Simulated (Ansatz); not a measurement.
# Effective masses and thermopower of InP (I-4m2)

Given:

```
InP
1.0
    0.00000     3.09666     2.75386
    3.09666     0.00000     2.75386
    3.09666     3.09666     0.00000
In P
1 1
Direct
  0.00000   0.00000   0.00000
  0.25000   0.25000   0.25000
```

Computed with r2SCAN with spin-orbit coupling, rigid bands (plane waves, PAW; Ansatz, a quantum-chemistry and plane-wave program). Condition of this run: biaxial stress in (001) of -4 GPa (compression positive) (the target of the relaxation). How the cell was made: cell and atoms relaxed with PBEsol, then loaded as said.

```yaml
band_gap: 0.53 eV
electron conductivity mass (300 K, dilute): 0.077 (x), 0.077 (y), 0.055 (z) mₑ
hole conductivity mass (300 K, dilute): 0.49 (x), 0.49 (y), 0.098 (z) mₑ
effective density of states N_c (300 K): 4.1e17 cm⁻³
effective density of states N_v (300 K): 3.4e18 cm⁻³
density_of_states_mass_electrons: 0.064 mₑ
density_of_states_mass_holes: 0.26 mₑ
Seebeck coefficient, n-type 1e19 cm⁻³, 300 K: -49 μV/K
Seebeck coefficient, p-type 1e19 cm⁻³, 300 K: 168 μV/K
```

Rigid bands; masses and Seebeck coefficients take one relaxation time τ for all states and one kind of carrier; polarons and phonon drag are left out. Geometry: cell and atoms relaxed with PBEsol.
